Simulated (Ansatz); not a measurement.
This Ansatz (an electronic-structure program) input is the reference run, ZnF2 in the rutile structure (space group P4_2/mnm, No. 136), computed with DFT with PBE, PAW potentials and a 420 eV plane-wave cutoff in Ansatz, without spin-orbit coupling:

Ansatz 0.2 input:
```yaml
crystal:
  lattice:
    - [4.8011387822, 0, 0]
    - [0, 4.8011387822, 0]
    - [0, 0, 3.1749044401]
  atoms:
    - { symbol: Zn, position: [0, 0, 0] }
    - { symbol: Zn, position: [0.5, 0.5, 0.5] }
    - { symbol: F, position: [0.3043980731, 0.3043980731, 0] }
    - { symbol: F, position: [0.8043980731, 0.1956019269, 0.5] }
    - { symbol: F, position: [0.1956019269, 0.8043980731, 0.5] }
    - { symbol: F, position: [0.6956019269, 0.6956019269, 0] }
basis: { ecutwfc: 420, ecutrho_ratio: 4, xc_grid: 2, fft_grid_basis: typed }
kpoints: { mp_grid: { grid: [7, 7, 10] } }
hamiltonian:
  xc: pbe
  dispersion: none
  pseudopotentials: { kind: paw }
scf: { occupations: { method: fermi_dirac, width: 0.05 }, convergence: { dr2_threshold: 0.0000000006 } }
output: { forces: true, stress: true }
checkpoint: { write: state.ck, write_every: 1000 }
```

Q: Write the input for this change: biaxial strain −3.00 %, plane normal [001], relaxed out of plane (Cartesian); in-plane vectors clamped, the third vector and the atoms free.

A: 
Ansatz 0.2 input:
```yaml
crystal:
  lattice:
    - [4.6571046187, 0, 0]
    - [0, 4.6571046187, 0]
    - [0, 0, 3.2225280067]
  atoms:
    - { symbol: Zn, position: [0, 0, 0] }
    - { symbol: Zn, position: [0.5, 0.5, 0.5] }
    - { symbol: F, position: [0.3043980731, 0.3043980731, 0] }
    - { symbol: F, position: [0.8043980731, 0.1956019269, 0.5] }
    - { symbol: F, position: [0.1956019269, 0.8043980731, 0.5] }
    - { symbol: F, position: [0.6956019269, 0.6956019269, 0] }
basis: { ecutwfc: 420, ecutrho_ratio: 4, xc_grid: 2, fft_grid_basis: typed }
kpoints: { mp_grid: { grid: [7, 7, 10] } }
hamiltonian:
  xc: pbe
  dispersion: none
  pseudopotentials: { kind: paw }
scf: { occupations: { method: fermi_dirac, width: 0.05 } }
relax: { f_tol: 0.005, max_steps: 50, cell: { stress_tol: 0.01, fix: [a, b, gamma] } }
output: { forces: true, stress: true }
checkpoint: { write: state.ck, write_every: 1000 }
```
This is the input that was run; other choices of cell and start would serve too.

No phonon test of stability was made.
